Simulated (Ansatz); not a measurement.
Base system: BAs in the zinc blende structure (space group F-43m, No. 216; a = 4.732 Å). Axes: x, y, z lie along the cube axes.

The values are results of LDA (Ansatz, a first-principles code), without spin-orbit coupling, not measurements.

Strains are applied to the cell and any free atomic positions relax.

One change was made to it. Results:

The band gap falls by 0.245 eV, from 1.11 eV to 0.86 eV; the smallest direct gap decreases by 0.14 eV (3.29 eV → 3.15 eV).

Problem. Name the change that was made.
A. uniaxial strain ε_zz = −1.50 %
B. uniaxial strain ε_zz = +1.00 %
C. uniaxial strain ε_zz = −2.00 %
D. uniaxial strain ε_zz = −0.50 %
E. uniaxial strain ε_zz = −3.00 %

Solution. A, uniaxial strain ε_zz = −1.50 %. For comparison, the band gap in the other runs: uniaxial strain ε_zz = −0.50 % gives 1.03 eV; uniaxial strain ε_zz = −2.00 % gives 0.78 eV; uniaxial strain ε_zz = +1.00 % gives 1.04 eV; uniaxial strain ε_zz = −3.00 % gives 0.61 eV.

Stability against distortions was not tested.
